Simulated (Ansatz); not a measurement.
The parent structure is MgSe in the rock salt structure (space group Fm-3m, No. 225; a = 5.450 Å).

It is then changed as follows: full substitution Se → O; the structure is relaxed again.

Levels (all Ansatz, a first-principles code, PAW): PBEsol (420 eV, scalar-relativistic without spin-orbit coupling); PBEsol+SOC (420 eV, spin-orbit coupling included).

The geometry is relaxed with PBEsol.

| Item | Result |
|---|---|
| PBEsol electron mass | 0.34 mₑ (at Γ) |
| PBEsol valence-band top at Γ | 0.00, 0.00, 0.00 eV |
| PBEsol band gap | 4.62 eV |
| PBEsol gap character | direct at Γ |

Predict the electron mass, valence-band top at Γ, band gap and gap character from PBEsol+SOC.

The electron mass stays 0.34 mₑ (at Γ); the valence-band top at Γ (three highest Kramers pairs, from the VBM) becomes 0.00, 0.00, -0.04 eV (PBEsol: 0.00, 0.00, 0.00 eV); the band gap drops by 0.01 eV, from 4.62 eV to 4.61 eV; the gap character stays direct at Γ. The threefold valence maximum splits by Δso ≈ 38 meV.

Single points use the geometry relaxed with PBEsol. The spin-orbit shifts are approximate. Masses are band curvatures over ±0.01 Å⁻¹ around the edge. Whether these cells are dynamically stable was not tested.
